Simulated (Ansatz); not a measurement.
The starting structures come from a database of crystals and need not be the phases stable at ambient conditions.

 Where the default PAW files enter, the runs use the earlier of Ansatz's two default sets.

Input:

```xyz
14
Lattice="3.0218 0.0000 0.0000 0.0000 7.8899 0.0000 0.0000 -3.9450 6.8329" Properties=species:S:1:pos:R:3 pbc="T T T"
Ge     0.7555    -1.4130     5.6655
Ge     2.2664     5.3580     1.1674
Ge     2.2664     4.1999     4.0565
Ge     0.7555    -0.2550     2.7764
Ge     0.7555     1.6680     5.2239
Ge     2.2664     2.2769     1.6090
N      0.7555     0.0000     4.5552
N      2.2664     3.9450     2.2776
N      0.7555     5.0330     4.5755
N      2.2664    -1.0881     2.2574
N      2.2664     2.5340     4.7619
N      0.7555     1.4109     2.0710
N      0.7555     5.3909     0.1864
N      2.2664    -1.4460     6.6465
```

Space group of this cell: P6_3/m. The cell is strained (all lengths scaled by 0.98); by PBEsol its mean pressure is 14.5 GPa.

Transport runs along the normal of the first two printed cell vectors, the (100) plane of the conventional cell.

The gap is the functional's own. No spin-orbit coupling. Mid-gap values are interpolated on the energy grid.

Problem. Estimate the band gap and the smallest decay constant κ at mid-gap that PBEsol (Ansatz, a first-principles code) returns for this system.

Solution. Gap 2.79 eV on a 10×6×6 mesh; κ = 0.248 1/Å, at the zone centre.
